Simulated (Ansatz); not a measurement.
The starting structures come from a database of crystals and need not be the phases stable at ambient conditions.

Inside the gap of an insulator the Bloch states are evanescent, with a wavenumber k + iκ along the transport direction.

Data:

```
CELL_PARAMETERS angstrom
      2.83802     0.00000     0.00000
      0.00000     9.38707     0.00000
      0.00000     0.00000     4.38600
ATOMIC_POSITIONS crystal
  Al 0.75000 0.35663 0.45058
  Al 0.25000 0.64337 0.54942
  Al 0.25000 0.14337 0.95058
  Al 0.75000 0.85663 0.04942
  H  0.75000 0.59086 0.08938
  H  0.25000 0.40914 0.91062
  H  0.25000 0.90914 0.58938
  H  0.75000 0.09086 0.41062
  O  0.75000 0.69773 0.79504
  O  0.25000 0.30227 0.20496
  O  0.25000 0.80227 0.29504
  O  0.75000 0.19773 0.70496
  O  0.75000 0.55466 0.30417
  O  0.25000 0.44534 0.69583
  O  0.25000 0.94534 0.80417
  O  0.75000 0.05466 0.19583
```

Space group of this cell: Pnma. The cell is taken as given; by PBEsol its mean pressure is 2.9 GPa.

Transport runs along the normal of the first two printed cell vectors.

No gap correction and no spin-orbit coupling; mid-gap values are interpolated between computed energies.

### Question
Predict the band gap and the smallest decay constant κ at mid-gap from PBEsol (Ansatz, a first-principles code).

### Answer
Gap 5.80 eV on a 10×4×8 mesh; κ = 0.388 1/Å, at the zone centre.
